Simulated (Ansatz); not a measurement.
## CH3 on the 1x1 (101) surface of anatase TiO2 (cut with top plane O), one in a 2x1 cell, started at the site 'over Ti at depth 1.4 Å'

Host crystal: anatase TiO2, with a band gap (PBE, scalar-relativistic without spin-orbit coupling).

Calculation: r2SCAN, at the PBE geometry and the start's symmetry (plane waves to 500 eV, PAW; Ansatz, a quantum-chemistry and plane-wave program).

Slab: 40 atoms, 9.4 Å thick at the start under the adsorbate (thin: gaps and levels are the slab's own); k 3x4x1, smearing 0.01 eV, dipole-corrected; single point; no symmetry held, on the structure that PBE left; spin-polarised, ending with about 0.4 μB a cell, a value that depends on the mesh; orders that need a larger cell were not tried, no spin-orbit, no U, no dispersion correction. The slab shows no gap over 0.04 eV on its mesh. The program's check for a lower electronic state was not made. At the end it is bonded to O. In PBE it is, or lies within 0.03 eV of, the lowest of the starts that converged; the order may differ at this level.

```json
{
 "adsorption energy against CH4(g) − ½ H2(g) at the same level": "1.47 eV",
 "work_function_of_the_top_face": "3.11 eV",
 "change_of_the_step_from_the_bottom_to_the_top_vacuum_level_against_the_clean_slab": "-1.72 eV",
 "height of the binding atom over the mean of the host atoms within 0.3 Å of the top one": "134.2 pm",
 "nearest_host_atoms_of_the_binding_atom": "O at 1.42 Å, Ti at 3.11 Å, Ti at 3.19 Å",
 "note": "in the relaxation the adsorbate left its starting site by 1.1 Å",
 "cost": "roughly 40 core-minutes"
}
```

A negative adsorption energy means that the adsorbate is more stable on the surface than in its reference.
